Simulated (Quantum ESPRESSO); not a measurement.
Worked example: self-consistent single point of the (001) slab of Mg (cut from a parent of space group no. 194; 2 atoms in the cell) in Quantum ESPRESSO.

Method: LDA (PZ), GBRV 1.5 ultrasoft (LDA) pseudopotentials (plane waves; Quantum ESPRESSO).

The change in words: vacuum of 8 angstrom (first run: 14 Å); tstress: true → default; tefield: default → true; dipfield: default → true; edir: default → 3; emaxpos: default → 0.97; eopreg: default → 0.05; and 1 further keys. Reference geometry:
```yaml
crystal:
  lattice:
    - [3.20037, 0.00000, 0.00000]
    - [-1.60018, 2.77160, 0.00000]
    - [0.00000, 0.00000, 16.59721]
  atoms:
    - { symbol: Mg, position: [0.66667, 0.33333, 0.57824] }
    - { symbol: Mg, position: [0.33333, 0.66667, 0.42176] }
```

Reference input (self-consistent single point, DFT, LDA (PZ), plane waves, GBRV 1.5 ultrasoft (LDA) pseudopotentials): ecutwfc = 40 Ry; ecutrho = 200 Ry; occupations = smearing; smearing = fermi-dirac; degauss = 0.0073499 Ry; potentials = {Mg: mg_lda_v1.4.uspp.F.UPF}; K_POINTS = automatic 6 6 1 0 0 0; conv_thr = 1e-11 Ry; mixing_beta = 0.5. This run's input differs from it in these lines:

```diff
@@ -6,3 +6,4 @@
   tprnfor = .true.,
-  tstress = .true.,
+  tefield = .true.,
+  dipfield = .true.,
 /
@@ -17,2 +18,6 @@
   degauss = 0.0073499,
+  edir = 3,
+  emaxpos = 0.970,
+  eopreg = 0.05,
+  eamp = 0.0,
 /
@@ -25,4 +30,4 @@
 ATOMIC_POSITIONS crystal
-Mg    0.6666666667    0.3333333333    0.5782420000
-Mg    0.3333333333    0.6666666667    0.4217580000
+Mg    0.6666666667    0.3333333333    0.6225420000
+Mg    0.3333333333    0.6666666667    0.3774580000
 K_POINTS automatic
@@ -32,3 +37,3 @@
   -1.6001850804     2.7716018608     0.0000000000
-   0.0000000000     0.0000000000    16.5972110000
+   0.0000000000     0.0000000000    10.5971980000
```

The program printed (abridged):

```
     Self-consistent Calculation

     iteration #  1     ecut=    40.00 Ry     beta= 0.50

     Adding external electric field

     Computed dipole along edir(3) :
        Dipole               -0.0016 Ry au,         -0.0042 Debye
        Dipole field         -0.0000 Ry au,

        Potential amp.        0.0012 Ry
        Total length         19.0245 bohr

     total energy              =    -250.03352022 Ry
     estimated scf accuracy    <       0.30949715 Ry

     iteration #  2     ecut=    40.00 Ry     beta= 0.50

     Adding external electric field

     Computed dipole along edir(3) :
   [... lines left out ...]
        Dipole                0.0023 Ry au,          0.0059 Debye
        Dipole field          0.0000 Ry au,

        Potential amp.       -0.0017 Ry
        Total length         19.0245 bohr

     total energy              =    -250.06348892 Ry
     estimated scf accuracy    <          3.7E-11 Ry

     iteration # 11     ecut=    40.00 Ry     beta= 0.50

     Adding external electric field

     Computed dipole along edir(3) :
        Dipole                0.0023 Ry au,          0.0059 Debye
        Dipole field          0.0000 Ry au,

        Potential amp.       -0.0017 Ry
        Total length         19.0245 bohr
     End of self-consistent calculation

     the Fermi energy is     0.6576 ev

!    total energy              =    -250.06348892 Ry
     estimated scf accuracy    <          4.9E-12 Ry
     smearing contrib. (-TS)   =      -0.00563363 Ry
     internal energy E=F+TS    =    -250.05785529 Ry

     electric field correction =       0.00000011 Ry

     convergence has been achieved in  11 iterations

     Forces acting on atoms (cartesian axes, Ry/au):

     atom    1 type  1   force =    -0.00000001    0.00000001    0.00716671
     atom    2 type  1   force =     0.00000001   -0.00000001   -0.00716671

     Total force =     0.010135     Total SCF correction =     0.000010

   JOB DONE.
```

The run converged in 11 iterations. Against the reference run the free energy drops by 5.8 meV/atom and the largest force goes from 0.173 to 0.184 eV/Å.

The starting cell has typed, rounded lattice constants, without a prior relaxation at this level. The slab is cut from that crystal, and its faces are unrelaxed. Its lattice was rescaled by up to half a per cent.
